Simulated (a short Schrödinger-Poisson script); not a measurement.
Stack: MOS inversion layer, SiO2 on p-type Si(100), at 300 K.

From the gate side: 2.7 nm SiO2; 810 nm Si, acceptors 2.8e17 cm⁻³.

The device is made up for the run: typed textbook-type constants, with dimensions and the other settings drawn at random. SiO2: permittivity 3.9, conduction-band edge (eV) 3.15, gap (eV) 9, electron mass (mₑ) 0.5. Si: permittivity 11.7, conduction-band edge (eV) 0, gap (eV) 1.124, Nv at 300 K (cm⁻³) 3.1e19.

Channel valleys (confinement mass, in-plane density-of-states mass, number): Δ2 0.916, 0.19, 2; Δ4 0.19, 0.417, 4. At the gate the conduction-band edge of layer 1 lies 3.45 eV − eVg above the Fermi level of the channel; the field vanishes at the back. Gaps are held at their typed values at every temperature. Mesh 0.03 nm at interfaces.

Solved with a short Schrödinger-Poisson script written for these runs: 1D Poisson equation in equilibrium, electrons quantum, Hartree (BenDaniel-Duke, 12 states a valley, the channel's in-plane mass for all, wave functions ending at the dielectric), parabolic valleys, classical holes, full ionisation, no traps, pinning or gate leakage.

```
Vg (V)  electrons (cm⁻²)  C (μF/cm²)  Δ2 E0 (meV from the Fermi level)  Δ4 E0 (meV from the Fermi level)
------  ----------------  ----------  --------------------------------  --------------------------------
0.4               4.24e9       0.165                             193.5                             242.5
0.5              7.96e10       0.403                             116.7                             167.7
0.6              4.16e11       0.765                              72.2                             126.3
0.7              9.28e11       0.909                              49.3                             106.9
0.8              1.51e12       0.974                              34.6                              95.7
0.9              2.12e12        1.01                              23.6                              88.1
1                2.76e12        1.03                              14.6                              82.4
1.1              3.41e12        1.05                               7.0                              77.9
1.2              4.07e12        1.06                               0.3                              74.2
1.3              4.73e12        1.07                              -5.8                              71.0
1.4              5.40e12        1.08                             -11.4                              68.3
1.5              6.08e12        1.09                             -16.7                              65.8
1.6              6.76e12        1.09                             -21.7                              63.6
1.7              7.45e12        1.10                             -26.4                              61.5
1.8              8.13e12        1.10                             -30.9                              59.6
1.9              8.82e12        1.11                             -35.3                              57.8
2                9.52e12        1.11                             -39.6                              56.1
```

Gate voltages with under 1e9 electrons/cm² are left out.

At Vg = 2 V the lowest Δ2 subband lies at -39.6 meV from the Fermi level. How many electrons does it hold, and what share of all?

The two-dimensional density of states is g m/(πħ²) = 1.59e11 cm⁻² meV⁻¹ (both spins), kT = 25.9 meV, so n = D kT ln(1 + exp(−E/kT)) = 7.08e12 cm⁻², 0.74 of the 9.52e12 cm⁻² in all.

Compare the slope of the sheet density between 1.8 and 2 V with the geometric capacitance of the layers between gate and channel.

q Δn/ΔV = 1.11 μF/cm²; ε0/Σ(t/ε) = 1.28 μF/cm². The ratio is 0.87: the channel acts as a further capacitance in series.
